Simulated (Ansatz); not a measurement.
TiO2 (Pbca, No. 61) was calculated with LDA (PAW; Ansatz, a quantum-chemistry and plane-wave program).

Numerical settings: plane-wave cutoff 500 eV, 8×6×8 k mesh (along the axes of the cell as run), gaussian smearing 0.02 eV, no spin polarisation, scalar-relativistic PAW data made under PBE.

Computed at the level's own relaxed cell.

Give the computed equilibrium volume per atom and band gap.


- equilibrium volume per atom: 10.36 Å³/atom
- band gap: 2.32 eV (on the SCF k mesh)

Measured, for comparison: band gap 3.26 eV (temperature not stated, not corrected to a static lattice; as tabulated in Wikipedia's data pages). Computed (rounded) less measured: band gap -0.94 eV.

Note: the relaxation could not lower the start's symmetry, so the cell can be a saddle point above a distorted one.

The computed numbers hold no vibrational or temperature effects.
